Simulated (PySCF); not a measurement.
PySCF 2.14.0, TPSSH/def2-svp, df: Si(All)(H)2(OMe) (C=CC[SiH2]OC), 16 atoms. The geometry is a generated start, not checked to be a minimum at this level.

```
Item                           Value
-------------------  ---------------
task                          energy
method                         tpssh
basis                       def2-svp
two-electron scheme  density fitting
mol.max_memory               3000 MB
mf.max_cycle                     100
mf.conv_tol          1e-09 (default)
mf.grids.level           3 (default)
basis functions                  138
grid points                   187816
```

```xyz
16

Si    -0.5591     0.4912    -0.0977
C      0.8966    -0.7111    -0.2449
C      2.1528     0.0443    -0.4853
C      3.1487     0.1505     0.3758
O     -1.8235    -0.5117     0.0757
C     -3.1673    -0.1674     0.2155
H     -0.7134     1.3251    -1.2971
H     -0.4138     1.3862     1.0562
H      0.7129    -1.3977    -1.0717
H      0.9919    -1.3082     0.6619
H      2.2050     0.5580    -1.4382
H      3.1227    -0.3463     1.3320
H      4.0278     0.7358     0.1587
H     -3.7487    -1.0874     0.2831
H     -3.3228     0.4249     1.1198
H     -3.5097     0.4137    -0.6437
```

With the defaults (mf.DIIS = CDIIS, mf.diis = true, mf.init_guess = minao, mf.diis_space = 8, mf.level_shift = 0, mf.diis_damp = 0, newton = off, mf.damp = 0, mf.diis_start_cycle = 1) it converges in 12 Fock builds. One run each on 2 threads, 1 BLAS thread, with these changes:
- mf.init_guess = 1e
- newton = Hessian by the SCF's own integrals
- mf.diis = false
- mf.DIIS = EDIIS
- mf.init_guess = huckel
- mf.damp = 0.7, mf.diis_start_cycle = 8
- mf.level_shift = 0.3 Hartree
- mf.diis_damp = 0.3
- mf.diis_space = 20

### Question
Which of these changes keep the SCF from converging, or lead it to another solution?

### Answer
No convergence: mf.DIIS = EDIIS; mf.diis = false (the run ends without SCF convergence in 100 cycles). The rest reach the solution of the defaults.

| setting | Fock builds | end |
|---|---|---|
| the defaults | 12 | same solution |
| mf.diis_space = 20 | 12 | same solution |
| mf.diis_damp = 0.3 | 12 | same solution |
| mf.level_shift = 0.3 Hartree | 14 | same solution |
| mf.damp = 0.7, mf.diis_start_cycle = 8 | 15 | same solution |
| mf.init_guess = huckel | 18 | same solution |
| mf.init_guess = 1e | 20 | same solution |
| newton = Hessian by the SCF's own integrals | 26 | same solution |
| mf.DIIS = EDIIS | 101 | no convergence |
| mf.diis = false | 101 | no convergence |

Under newton the count holds the products with the orbital Hessian.
